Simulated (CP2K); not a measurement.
## Input and output of a self-consistent single point for Y3Si (Pm-3m, 4 atoms in the cell) (CP2K)

Method of the run: LDA (Pade form), GPW, DZVP-MOLOPT-SR-GTH basis, GTH-PADE potentials (GTH_POTENTIALS) (CP2K).

Input as run:

```
&GLOBAL
  PROJECT run
  RUN_TYPE ENERGY_FORCE
  PRINT_LEVEL MEDIUM
&END GLOBAL
&FORCE_EVAL
  METHOD Quickstep
  STRESS_TENSOR ANALYTICAL
  &DFT
    BASIS_SET_FILE_NAME BASIS_MOLOPT
    POTENTIAL_FILE_NAME GTH_POTENTIALS
    &QS
      METHOD GPW
      EPS_DEFAULT 1E-10
    &END QS
    &MGRID
      CUTOFF 500
      REL_CUTOFF 50
      NGRIDS 5
    &END MGRID
    &SCF
      SCF_GUESS ATOMIC
      EPS_SCF 1E-6
      MAX_SCF 100
      ADDED_MOS 7
      &DIAGONALIZATION
        ALGORITHM STANDARD
      &END DIAGONALIZATION
      &MIXING
        METHOD BROYDEN_MIXING
        ALPHA 0.2
        NBUFFER 10
      &END MIXING
      &SMEAR ON
        METHOD GAUSSIAN
        SIGMA [eV] 0.272
      &END SMEAR
    &END SCF
    &KPOINTS
      SCHEME MONKHORST-PACK 6 6 6
      GAMMA_CENTERED T
    &END KPOINTS
    &XC
      &XC_FUNCTIONAL PADE
      &END XC_FUNCTIONAL
    &END XC
    &PRINT
      &MO
        EIGENVALUES T
        OCCUPATION_NUMBERS T
        NDIGITS 8
        FILENAME mo
        &EACH
          QS_SCF 0
        &END EACH
        ADD_LAST NUMERIC
      &END MO
      &MULLIKEN ON
      &END MULLIKEN
    &END PRINT
  &END DFT
  &SUBSYS
    &CELL
      ABC 4.56842800 4.56842800 4.56842800
      ALPHA_BETA_GAMMA 90.00000000 90.00000000 90.00000000
      PERIODIC XYZ
    &END CELL
    &COORD
      SCALED
      Y        0.00000000     0.50000000     0.50000000
      Y        0.50000000     0.00000000     0.50000000
      Y        0.50000000     0.50000000     0.00000000
      Si       0.00000000     0.00000000     0.00000000
    &END COORD
    &KIND Y
      BASIS_SET DZVP-MOLOPT-SR-GTH
      POTENTIAL GTH-PADE-q11
    &END KIND
    &KIND Si
      BASIS_SET DZVP-MOLOPT-SR-GTH
      POTENTIAL GTH-PADE-q4
    &END KIND
  &END SUBSYS
  &PRINT
    &FORCES ON
    &END FORCES
    &STRESS_TENSOR ON
    &END STRESS_TENSOR
  &END PRINT
&END FORCE_EVAL
```

The program printed (abridged):

```
 GLOBAL| Method name                                                        CP2K
 GLOBAL| Project name                                                        run
 GLOBAL| Run type                                                   ENERGY_FORCE

 CELL| Volume [angstrom^3]:                                            95.345534
 CELL| Vector a [angstrom]:       4.568     0.000     0.000   |a| =     4.568428
 CELL| Vector b [angstrom]:       0.000     4.568     0.000   |b| =     4.568428
 CELL| Vector c [angstrom]:       0.000     0.000     4.568   |c| =     4.568428
 CELL| Angle (b,c), alpha [degree]:                                    90.000000
 CELL| Angle (a,c), beta  [degree]:                                    90.000000
 CELL| Angle (a,b), gamma [degree]:                                    90.000000
 CELL| Numerically orthorhombic:                                             YES
 CELL| Periodicity                                                           XYZ

 DFT| Spin restricted Kohn-Sham (RKS) calculation                            RKS
 DFT| Multiplicity                                                             2
 DFT| Number of spin states                                                    1
 DFT| Charge                                                                   0
 DFT| XC density smoothing                                                  NONE
 DFT| XC derivatives                                                          PW

 QS| Method:                                                                 GPW
 QS| Density plane wave grid type                        NON-SPHERICAL FULLSPACE
 QS| Number of grid levels:                                                    5
 QS| Density cutoff [a.u.]:                                                250.0
 QS| Multi grid cutoff [a.u.]: 1) grid level                               250.0
   [... lines left out ...]
 BRILLOUIN| Wavefunction type                                            COMPLEX
 BRILLOUIN| List of Kpoints [2 Pi/Bohr]                                      112
 BRILLOUIN| Number           Weight            X              Y              Z
 BRILLOUIN|     1           0.00926       -0.33333       -0.33333       -0.33333
 BRILLOUIN|     2           0.00926       -0.33333       -0.33333       -0.16667
 BRILLOUIN|     3           0.00926       -0.33333       -0.33333        0.00000
   [... 109 lines left out ...]
 *******************************************************************************

 Extrapolation method: initial_guess

 Re-scaling the density matrix to get the right number of electrons
                  # Electrons              Trace(P)               Scaling factor
                           37                37.000                        1.000

 Number of electrons:                                                         37
 Number of occupied orbitals:                                                 19
 Number of molecular orbitals:                                                26

 Number of orbital functions:                                                 91
 Number of independent orbital functions:                                     91
 SCF WAVEFUNCTION OPTIMIZATION

  Step     Update method      Time    Convergence         Total energy    Change
     1 NoMix/Diag. 0.20E+00      -     1.08448089      -120.3784852020 -1.20E+02
     2 Broy./Diag. 0.20E+00      -     0.02781121      -119.9295776869  4.49E-01
     3 Broy./Diag. 0.20E+00      -     0.04538920      -119.5086331150  4.21E-01
     4 Broy./Diag. 0.20E+00      -     0.01312647      -119.2206564392  2.88E-01
     5 Broy./Diag. 0.20E+00      -     0.00215513      -119.1275793970  9.31E-02
     6 Broy./Diag. 0.20E+00      -     0.00197879      -119.1383439725 -1.08E-02
     7 Broy./Diag. 0.20E+00      -     0.00005818      -119.1499970538 -1.17E-02
     8 Broy./Diag. 0.20E+00      -     0.00008807      -119.1511479444 -1.15E-03
     9 Broy./Diag. 0.20E+00      -     0.00000254      -119.1515621717 -4.14E-04
    10 Broy./Diag. 0.20E+00      -     0.00000767      -119.1514381064  1.24E-04
    11 Broy./Diag. 0.20E+00      -     0.00000018      -119.1514073095  3.08E-05
  *** SCF run converged in    11 steps ***

  Electronic density on regular grids:        -37.0000000000       -0.0000000000
  Core density on regular grids:               36.9999999965       -0.0000000035
  Total charge density on r-space grids:       -0.0000000035
  Total charge density g-space grids:          -0.0000000035

  Overlap energy of the core charge distribution:               0.00000000000000
  Self energy of the core charge distribution:               -225.83780172059951
  Core Hamiltonian energy:                                     49.25132986157217
  Hartree energy:                                              73.77002842905084
  Exchange-correlation energy:                                -16.32924877795246
  Smearing free energy correction:                             -0.00571510153775
  Fermi energy:                                                 0.34480166947703

  Total energy:                                              -119.15140730945731
  Total energy (extrapolated to sigma->0):                   -119.14854975868843

                     Mulliken Population Analysis

 #  Atom  Element  Kind  Atomic population                           Net charge
       1     Y        1         10.844912                              0.155088
       2     Y        1         10.844977                              0.155023
       3     Y        1         10.844871                              0.155129
       4     Si       2          4.465240                             -0.465240
 # Total charge                             37.000000                  0.000000

 ENERGY| Total FORCE_EVAL ( QS ) energy [hartree]           -119.151410107422393

 FORCES| Atomic forces [hartree/bohr]
 FORCES|   Atom     x               y               z               |f|
 FORCES|      1  3.24162563E-11 -3.17852267E-11 -3.17790920E-11   5.54168296E-11
 FORCES|      2 -3.17837190E-11  3.24146233E-11 -3.17784228E-11   5.54146258E-11
 FORCES|      3 -3.17804936E-11 -3.17860917E-11  3.24163229E-11   5.54181684E-11
 FORCES|      4  8.02414500E-13  8.01768577E-13  8.03038576E-13   1.38981036E-12
 FORCES| Sum    -3.03455418E-11 -3.03549266E-11 -3.03381533E-11
 FORCES| Total atomic force                                       5.25611741E-11

 STRESS| Analytical stress tensor [bar]
 STRESS|                        x                   y                   z
 STRESS|      x       -2.08902351155E+04  -7.49924356183E-06  -7.49943982052E-06
 STRESS|      y       -7.49924356183E-06  -2.08896209520E+04  -7.50092066978E-06
 STRESS|      z       -7.49943982052E-06  -7.50092066978E-06  -2.08934950640E+04
 STRESS| 1/3 Trace                                            -2.08911170438E+04
```

The run converged in 11 iterations.

The starting cell comes from a database of computed structures (which also holds hypothetical and non-ambient phases and stackings), without a prior relaxation at this level. Its lattice was rescaled by a random factor within 2.5 % of one. Values carry the incompleteness of an atom-centred basis.

Cost on one core of a shared machine: roughly 50 s.
